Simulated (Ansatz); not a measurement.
## Point defects in TiS2

Base system: a 9-atom supercell of TiS$_{2}$ in the CdI2 type structure (space group P-3m1, No. 164; a = 3.361 Å, c = 5.522 Å; layered, stacked along the Cartesian z axis) at its relaxed geometry.

One neutral defect a cell, atoms relaxed at fixed cell.

Method: Ansatz (a program for electronic structure), PBE-D3(BJ), PAW, cutoff 420 eV, no spin-orbit coupling.

| case | largest displacement of a host atom from its site in the perfect cell | pressure |
|---|---|---|
| perfect supercell | – | 0.0 GPa |
| S vacancy, symmetric start | 0.31 Å | 1.8 GPa |
| S on a Ti site (antisite) | 0.18 Å | 2.0 GPa |
| Pb on a S site, symmetric start | 0.21 Å | 1.5 GPa |
| H interstitial (started 1.97 Å from the nearest host atom) | 0.14 Å | 2.4 GPa |
| P on a S site, symmetric start | 0.02 Å | -1.4 GPa |

The cell is small, so the values are those of an ordered compound at a high defect concentration; dilute-limit values will differ. Defects with a symmetric start kept the site's symmetry and may sit on a saddle; the others started slightly shaken. The final runs are not spin-polarised.
